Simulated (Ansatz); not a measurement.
Base system: GaSb in the zinc blende structure (space group F-43m, No. 216).

```
GaSb
1.0
    0.00000     3.02440     3.02440
    3.02440     0.00000     3.02440
    3.02440     3.02440     0.00000
Ga Sb
1 1
Direct
  0.00000   0.00000   0.00000
  0.25000   0.25000   0.25000
```

Cartesian axes are those of the cell as printed.

Method: DFT with LDA, PAW potentials and a 420 eV plane-wave cutoff in Ansatz (an electronic-structure program), no spin-orbit coupling.

Strains are applied to the cell and any free atomic positions relax; under biaxial strain the out-of-plane vector relaxes too.

One change was made to it. Results:

```json
[
 {"quantity": "pressure (mean of the normal stresses, compression positive)", "base": "0.00 GPa", "after": "1.50 GPa"},
 {"quantity": "shortest interatomic distance", "base": "261.9 pm", "after": "259.2 pm"}
]
```

Q: What was done to the base?
A. biaxial strain −2.50 %, plane normal [111], relaxed out of plane
B. biaxial strain −0.83 %, plane normal [111], relaxed out of plane
C. biaxial strain +1.25 %, plane normal [111], relaxed out of plane
D. biaxial strain −1.67 %, plane normal [111], relaxed out of plane

A: D, biaxial strain −1.67 %, plane normal [111], relaxed out of plane. For comparison, the pressure in the other runs: biaxial strain −2.50 %, plane normal [111], relaxed out of plane gives 2.32 GPa; biaxial strain −0.83 %, plane normal [111], relaxed out of plane gives 0.72 GPa; biaxial strain +1.25 %, plane normal [111], relaxed out of plane gives -0.99 GPa.

Whether these cells are dynamically stable was not tested.
